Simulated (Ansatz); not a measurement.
System: BiVO4 (I4₁/a, No. 88, 12 atoms in the cell; start mp-23044; high-temperature phase). Method: LDA (plane waves, PAW; Ansatz, a program for electronic structure).

Settings: plane-wave cutoff 500 eV, 12×12×12 k mesh, gaussian smearing 0.02 eV, no spin polarisation, scalar-relativistic PAW data made under PBE.

Cell (relaxed at this level):

```xyz
12
Lattice="-2.5314 2.5314 5.7169 2.5314 -2.5314 5.7169 2.5314 2.5314 -5.7169" Properties=species:S:1:pos:R:3 pbc="T T T"
V      0.0000     0.0000     5.7169
V      2.5314     0.0000     2.8584
Bi     0.0000     0.0000     0.0000
Bi     0.0000     2.5314     2.8584
O      3.2443     1.2689    -0.9123
O      3.7938     0.7129     1.9461
O     -0.7129     1.2625     4.8045
O      1.2689    -0.7129     1.9461
O      1.8184     1.2625     3.7708
O      1.2689     1.8184     0.9123
O      3.2443    -1.2625     3.7708
O      1.2625     0.7129     6.6292
```

Q: Give the computed band gap.

A: 
- band gap = 2.03 eV (on the SCF k mesh)

Note: the relaxation could not lower the start's symmetry, so the cell can be a saddle point above a distorted one.

Spin–orbit coupling is not included; with these elements it can move the gap by several tenths of an eV or more.

The computed numbers hold no vibrational or temperature effects.

Computing time: around 24 core-minutes (rough).

A start named mp-… is a Materials Project structure, which need not be a measured phase.
